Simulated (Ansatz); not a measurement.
The starting structures come from a database of crystals and need not be the phases stable at ambient conditions.

By PBEsol, the system below comes out a metal.

A figure of merit of an interconnect metal is its ballistic conductance per area.

Here is the system:

```
MoRh
1.0
    4.43737     0.00000     0.00000
    0.00000     4.84183     0.00000
    0.00000     2.42091     1.39771
Mo Rh
1 1
Direct
  0.50000   0.00000   0.00000
  0.00000   0.66667   0.00000
```

Space group of this cell: P-6m2. The cell is taken as given; by PBEsol its mean pressure is -12.5 GPa.

The current flows along the normal of the first two printed cell vectors, the (110) plane of the conventional cell. No spin-orbit coupling; the value is a mean over 0.1 eV about the Fermi level.

**Question.** Predict the ballistic conductance per area from PBEsol (Ansatz, a program for electronic structure).

**Answer.** 1.2 × 10¹⁵ S/m² for both spins.
